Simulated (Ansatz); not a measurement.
**A constructed model of the (111) surface of germanium, (√3x√3)R30° Si adatom at T4 (bottom of the slab: 3 H on 3 bottom sites)**

These are PBE (plane waves to 420 eV, PAW; Ansatz, an electronic-structure program) values and carry that method's errors.

Set-up: 28 atoms, 14.0 Å thick at the start with caps and adatoms (thin: gaps and levels are the slab's own); mesh 5x5x1; 0.025 eV smearing; dipole correction on; 6 atoms held, the rest relaxed; symmetry of the start imposed; spin-polarised, no spin-orbit, no U. The slab shows no gap on its mesh. The starting moment vanished. In PBE it is, or lies within 0.01 eV a 1x1 cell of, the lowest of the 2 structures of its composition computed so far; subsurface sites and larger cells were not tried.

The work function of the top face is 4.24 eV. The energy released by relaxation comes out as 0.80 eV and the cost is around 80 core-minutes (rough).
